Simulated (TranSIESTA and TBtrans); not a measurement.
Run with TranSIESTA and TBtrans (open boundaries, self-consistent; PseudoDojo norm-conserving potentials, scalar-relativistic): PAO.BasisSize DZP, PAO.EnergyShift 0.15 eV, XC.Authors PBE, Mesh.Cutoff 200 Ry, ElectronicTemperature 300 K, TS.Voltage 0.0 eV, TBT.Elecs.Eta 0.001 eV, no spin polarisation.

Device: In chain with one C atom inserted. Leads: straight In chain, spacing 3.074 Å. Geometry: 3 atoms about the centre moved by SIESTA (PBE, DZP) to a largest force of 0.01 eV/Å, all others as built, motion along the axis alone.

Q: Give the largest eigenchannel transmissions at the Fermi level (four at most) and the total.

A: 0.64, 0.26, 0.26; total 1.17. The straight chain is held at its spacing; free chains may zigzag or dimerise. No spin-polarised start was tried, so a magnetic state, if there is one, is missed.
